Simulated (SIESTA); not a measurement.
Band structure of PdRh (R-3m, 2 atoms in the cell).

```
PdRh
1.0
    1.35660     0.78323     4.42152
   -1.35660     0.78323     4.42152
    0.00000    -1.56646     4.42152
Pd Rh
1 1
Direct
  0.00000   0.00000   0.00000
  0.50000   0.50000   0.50000
```

Method: GGA PBEsol, numerical atomic orbitals DZP, PseudoDojo PBEsol standard norm-conserving potentials (rewritten from UPF to PSML) (SIESTA 5.4.2).

Settings: XC.functional = GGA; XC.authors = PBEsol; potentials = PseudoDojo PBEsol standard; PAO.BasisSize = DZP; PAO.EnergyShift = 0.005 Ry; MeshCutoff = 300 Ry; kgrid.MonkhorstPack = 14 14 14; OccupationFunction = MP; OccupationMPOrder = 0; ElectronicTemperature = 50 meV; MaxSCFIterations = 150; SCF.Mixer.Method = Broyden; SCF.Mixer.Weight = 0.25; SCF.Mixer.History = 6.

The starting cell comes from a database of computed structures (which also holds hypothetical and non-ambient phases and stackings), without a prior relaxation at this level. Its lattice was rescaled by a random factor within 2.5 % of one. Spin polarisation is off. Values carry the incompleteness of an atom-centred basis.

Levels in eV from the Fermi level, bands 14 to 19:
```csv
point,14,15,16,17,18,19
Γ,-3.02,-3.02,-1.25,-1.25,0.30,0.30
L,-2.24,-2.10,-1.24,-0.20,0.77,3.73
B1,-2.61,-1.58,-1.41,-0.22,0.19,6.58
B,-2.61,-1.58,-1.41,-0.22,0.19,6.58
Z,-2.85,-2.49,-2.49,-1.54,-1.54,-0.56
X,-2.62,-1.64,-1.25,-0.35,0.15,6.39
Q,-2.62,-1.64,-1.25,-0.35,0.15,6.39
F,-0.23,0.05,0.34,0.67,0.83,0.87
P1,-1.14,-0.26,-0.04,0.03,0.75,2.42
P,-1.14,-0.26,-0.04,0.03,0.75,2.42
```

Bands cross the Fermi level along this path, so the cell is metallic at this level.

Higher empty bands are left out: an atom-centred basis made for the valence describes them poorly.
